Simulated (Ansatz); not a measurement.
# SiC under load (space group P6_3mc): band-edge transport data

Consider the following.

```yaml
crystal:
  lattice:
    - [3.08109, 0.00000, 0.00000]
    - [-1.54054, 2.66830, 0.00000]
    - [0.00000, 0.00000, 5.04596]
  atoms:
    - { symbol: Si, position: [0.33333, 0.66667, 0.49948] }
    - { symbol: Si, position: [0.66667, 0.33333, 0.99948] }
    - { symbol: C, position: [0.33333, 0.66667, 0.87552] }
    - { symbol: C, position: [0.66667, 0.33333, 0.37552] }
```

These are PBEsol with spin-orbit coupling, rigid bands (plane waves, PAW; Ansatz, a first-principles code) values and carry that method's errors. Condition of this run: biaxial stress xx = yy = -1 GPa (compression positive) (the target of the relaxation). Geometry: cell and atoms relaxed with PBEsol, then loaded as said.

- band gap: 2.14 eV
- electron conductivity mass (300 K, dilute): 0.44 (x), 0.44 (y), 0.26 (z) mₑ
- hole conductivity mass (300 K, dilute): 1.23 (x), 1.23 (y), 1.46 (z) mₑ
- effective density of states N_c (300 K): 1.1e19 cm⁻³
- effective density of states N_v (300 K): 6.6e19 cm⁻³
- density-of-states mass, electrons: 0.57 mₑ
- density-of-states mass, holes: 1.91 mₑ
- Seebeck coefficient, n-type 1e19 cm⁻³, 300 K: -231 μV/K
- Seebeck coefficient, p-type 1e19 cm⁻³, 300 K: 394 μV/K

Rigid bands; masses and Seebeck coefficients take one relaxation time τ for all states and one kind of carrier; polarons and phonon drag are left out.
